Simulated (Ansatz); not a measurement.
## Amorphous In24O39Ga2

Preparation: random packing, a CHGNet melt and quench, and a DFT relaxation. O atoms were pushed apart under 1.9 Å during the dynamics, to hinder bonds among them. The hot cell started wider than the set density and was brought back towards it in steps. It is the lowest in DFT energy of 2 quenches. It is a model cell: composition and starting density were chosen by hand, and all elements were melted together. No dispersion term was used.

Methods: PBE, scalar-relativistic without spin-orbit coupling (Ansatz, a quantum-chemistry and plane-wave program); r2SCAN, scalar-relativistic without spin-orbit coupling (Ansatz); HSE06, scalar-relativistic without spin-orbit coupling (Ansatz). Geometry, pressure, stress and energy are those of the PBE run. Its sampling: a 2×2×2 Γ-centred mesh; Fermi-Dirac width 0.02 eV; no spin polarisation. Other functionals are single points at the zone centre (r2SCAN at 500 eV; exact exchange cut at the cell's faces), free to take moments where seeds were set. At PBE the levels at the filled edge of the gap are localised (band-tail or defect states).

Number of atoms in the cell: 65
Density (volume relaxed, without dispersion): 6.35 g/cm^3
Volume per atom: 95.6 bohr^3
Pressure on a 2×2×2 Γ-centred mesh: 0.17 GPa
Largest force and stress component on that mesh (the relaxation ran on the zone centre alone): 0.08 eV/Å and 0.2 GPa
Energy relative to bixbyite In2O3 + beta Ga2O3 (lowest mix at this level among the phases computed, not always the ambient ones): 0.154 eV/atom
Level gap on a 2×2×2 Γ-centred mesh (PBE): 0.50 eV
Level gap at the zone centre (PBE): 0.51 eV
Level gap at the zone centre (r2SCAN): 0.99 eV
Level gap at the zone centre (HSE06): 1.99 eV

Bonds are counted up to In-In 3.12 Å, In-O 2.78 Å, In-Ga 2.90 Å, O-O 1.58 Å, O-Ga 2.26 Å, Ga-Ga 2.68 Å. Two cations that share two anions don't count as bonded, nor two that share one unless they lie closer than In-In 3.04 Å, In-Ga 2.82 Å, Ga-Ga 2.61 Å.

```json
{
 "Mean coordination of In by anions": "5.50 (12 with 5, 12 with 6)",
 "Mean coordination of O": "3.62 (16 with 3, 22 with 4, 1 with 5)",
 "Mean coordination of Ga by anions": "4.50 (1 with 4, 1 with 5)",
 "Mean In-O bond": "2.213 Å (spread 0.127 Å, 132 counted)",
 "Mean O-Ga bond": "1.910 Å (spread 0.054 Å, 9 counted)"
}
```

Its density started from a set value of 6.42 g/cm³. The quench (nominally 280 K/ps over its main leg) was far faster than any real one, so the model tends to hold more defects than a real film. Values belong to this one cell and scatter from quench to quench. Volume and shape were free in the relaxation.
